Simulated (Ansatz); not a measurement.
Migration barriers of dopant-vacancy pairs in metallic hosts: PBE bands (Ansatz, a quantum-chemistry and plane-wave program, plane waves to 420 eV, PAW, climbing-image NEB) beside the CHGNet universal potential on its own band (it has no charge state). Forward barriers of single hops from the lowest site run, static nuclei, no finite-size correction. The rows are a random draw from the bands that converged and passed our checks of state and shape. Saddle orders were checked for a part of the study's bands only and are not shown. Vacancies start on their lattice site; split forms were not set up. Spin-orbit coupling is left out.

```
Defect                                                                                                                                              Route  Hop (Å), direction in the unit cell  End over start, densest mesh run (eV)                Cell and PBE mesh  CHGNet k-points  PBE (eV)
---------------------------------------------------------  ----------------------------------------------------------------------------------------------  -----------------------------------  -------------------------------------  -------------------------------  ---------------  --------
Ti-vacancy pair (Ti on W, W vacant) in bcc W, charge 0     Ti changes places with the vacancy (Ti-vacancy distance between ideal sites 2.76 Å throughout)        2.56 along (0.47, 0.47, 0.46)                                   0.00          36 sites, 2×2×3 shifted             none      1.02
Cu-vacancy pair (Cu on Al, Al vacant) in fcc Al, charge 0  Cu changes places with the vacancy (Cu-vacancy distance between ideal sites 2.86 Å throughout)        2.97 along (0.00, 0.52, 0.52)                                   0.00          32 sites, 4×4×4 shifted             none      0.48
Si-vacancy pair (Si on Al, Al vacant) in fcc Al, charge 0  Si changes places with the vacancy (Si-vacancy distance between ideal sites 2.86 Å throughout)        2.76 along (0.00, 0.48, 0.48)                                   0.00          32 sites, 3×3×3 shifted             none      0.45
Ti-vacancy pair (Ti on W, W vacant) in bcc W, charge 0          a nearby W jumps into the vacancy (Ti-vacancy distance between ideal sites 2.76 → 5.51 Å)     2.69 along (-0.49, -0.49, -0.49)                                   0.22          36 sites, 2×2×3 shifted             none      1.67
Zn-vacancy pair (Zn on Al, Al vacant) in fcc Al, charge 0  Zn changes places with the vacancy (Zn-vacancy distance between ideal sites 2.86 Å throughout)        2.71 along (0.00, 0.47, 0.47)                                   0.00          32 sites, 4×4×4 shifted             none      0.33
Zn-vacancy pair (Zn on Al, Al vacant) in fcc Al, charge 0      a nearby Al jumps into the vacancy (Zn-vacancy distance between ideal sites 2.86 → 5.72 Å)      2.78 along (0.00, -0.49, -0.49)                                   0.05          32 sites, 4×4×4 shifted             none      0.60
Os-vacancy pair (Os on Ru, Ru vacant) in hcp Ru, charge 0  Os changes places with the vacancy (Os-vacancy distance between ideal sites 2.66 Å throughout)      2.62 along (-0.64, -0.32, 0.50)                                   0.00  36 sites, 2×2×2 shifted along c             none      2.74
Mo-vacancy pair (Mo on Al, Al vacant) in fcc Al, charge 0  a nearby Al jumps into the vacancy (Mo-vacancy distance between ideal sites 2.86 Å throughout)       2.58 along (-0.45, 0.45, 0.00)                                   0.00          32 sites, 3×3×3 shifted             none      0.39
```

Task: What does CHGNet give for each row, and how does it differ from PBE over these rows?

Result: In the order of the rows: 0.64, 0.21, 0.18, 0.87, 0.12, 0.22, 0.93, 0.10 eV. Against PBE it lies higher in 0 of 8 rows and lower in 8 (differences over 0.07 eV). The mean difference is -0.55 eV (median -0.34) and the mean size 0.55 eV; the largest, -1.81 eV, is in row 7.
